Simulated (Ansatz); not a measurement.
Consider a 12-atom supercell of Nb in the bcc (W type) structure (space group Im-3m, No. 229; a = 3.3096 Å) at its relaxed geometry.

Level of theory: DFT with PBE, PAW potentials and a 420 eV plane-wave cutoff in Ansatz (a program for electronic structure), no spin-orbit coupling.

For the base:

| Quantity | Value |
|---|---|
| Pressure | 0.2 GPa |

One thing is altered: a neutral H interstitial (started 1.74 Å from the nearest host atom), atoms relaxed at fixed cell, starting from a slightly rattled geometry.

Q: Predict the new final site of the added atom.

A: The final site of the added atom comes out as 4 Nb at 1.91 Å.

Q: Estimate the effect on the largest displacement of a host atom from its site in the perfect cell.

A: The largest displacement of a host atom from its site in the perfect cell amounts to 0.07 Å.

Q: Predict the new pressure.

A: The pressure goes up by 2.62 GPa, from 0.2 GPa to 2.9 GPa.

The cell is small, so the values are those of an ordered compound at a high defect concentration; dilute-limit values will differ. The final runs are not spin-polarised. An odd electron count without spin: Nb12H. The defect cell is not spin-polarised.
